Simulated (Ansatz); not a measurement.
## Armchair MoS2 nanoribbon, N = 9, bare edges

Levels: PBE (plane waves to 420 eV, PAW; Ansatz, a quantum-chemistry and plane-wave program); PBE with spin-orbit coupling (Ansatz); r2SCAN (plane waves to 500 eV, PAW; Ansatz). Unmarked values and the geometry are of the first. Mesh 1×1×6. No spin polarisation, so a magnetic state wasn't tested. Isolated but for its images some 11 Å away. An idealised model, cut from the flat sheet. Only distortions within the start's symmetry and period were free. Values not marked SOC lack spin–orbit coupling.

* **period along the axis (27 atoms)**: 5.478 Å
* **largest distance between nuclei across the axis**: 13.28 Å
* **edge energy against the flat MoS2 sheet, per length of one edge**: +0.717 eV/Å
* **PBE gap**: 0.51 eV, direct at Γ
* **electron mass along the axis (PBE)**: 1.2 mₑ
* **hole mass along the axis (PBE)**: 1.5 mₑ
* **PBE+SOC gap at this geometry**: 0.51 eV
* **r2SCAN gap at this geometry**: 0.68 eV

```
CELL_PARAMETERS angstrom
     24.00000     0.00000     0.00000
      0.00000    14.50000     0.00000
      0.00000     0.00000     5.47836
ATOMIC_POSITIONS crystal
  S  0.23112 0.39279 0.65790
  Mo 0.24203 0.50000 0.35528
  S  0.23112 0.60721 0.65790
  S  0.30141 0.38976 0.16195
  Mo 0.29735 0.50000 0.84187
  S  0.30141 0.61024 0.16195
  S  0.36571 0.39427 0.66763
  Mo 0.36703 0.50000 0.32752
  S  0.36571 0.60573 0.66763
  S  0.43381 0.39207 0.16659
  Mo 0.43376 0.50000 0.83281
  S  0.43381 0.60793 0.16659
  S  0.50000 0.39164 0.66721
  Mo 0.50000 0.50000 0.33437
  S  0.50000 0.60836 0.66721
  S  0.56619 0.39207 0.16659
  Mo 0.56624 0.50000 0.83281
  S  0.56619 0.60793 0.16659
  S  0.63429 0.39427 0.66763
  Mo 0.63297 0.50000 0.32752
  S  0.63429 0.60573 0.66763
  S  0.69859 0.38976 0.16195
  Mo 0.70265 0.50000 0.84187
  S  0.69859 0.61024 0.16195
  S  0.76888 0.39279 0.65790
  Mo 0.75797 0.50000 0.35528
  S  0.76888 0.60721 0.65790
```
